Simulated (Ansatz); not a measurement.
# Effect of pressure −1 GPa on BN

The parent structure is BN in the zinc blende structure (space group F-43m, No. 216; a = 3.6241 Å).

Perturbation: hydrostatic tension (pressure −1 GPa).

All numbers come from PBE/PAW in Ansatz (a first-principles code), scalar-relativistic without spin-orbit coupling, earlier PAW set. Settings: 16×16×16 k-points, 0.05 eV Fermi–Dirac smearing.

| quantity | base | changed | shift |
|---|---|---|---|
| volume per atom | 5.95 Å³ | 5.97 Å³ | +0.02 Å³ |
| density | 3.46 g/cm³ | 3.45 g/cm³ | -0.01 g/cm³ |
| lattice parameter a | 3.624 Å | 3.627 Å | +0.003 Å |
| shortest interatomic distance | 1.569 Å | 1.571 Å | +0.0014 Å |
| enthalpy H = E + PV relative to the base's energy | – | -0.04 eV/atom | – |
| band gap | 4.46 eV | 4.46 eV | 0.00 eV |
| gap character | indirect, Γ → X | indirect, Γ → X | – |
| smallest direct gap | 8.79 eV | 8.78 eV | -0.01 eV |
| width of the top valence band | 6.45 eV | 6.43 eV | -0.02 eV |
| electron mass | 0.91 mₑ along k, 0.30 mₑ across (at X) | 0.92 mₑ along k, 0.30 mₑ across (at X) | – |
| hole mass (degenerate bands, along [100]) | 0.50, 0.53, 0.53 mₑ (at Γ) | 0.50, 0.53, 0.53 mₑ (at Γ) | – |

Cost of the whole job for the changed cell (relaxation, final SCF and bands): very roughly 22 core-seconds.

Load acts through the strain it causes; cell and atoms are relaxed under it. Masses are band curvatures over ±0.01 Å⁻¹ around the edge. Along k means along the line from Γ to the band edge. No phonon test of stability was made.
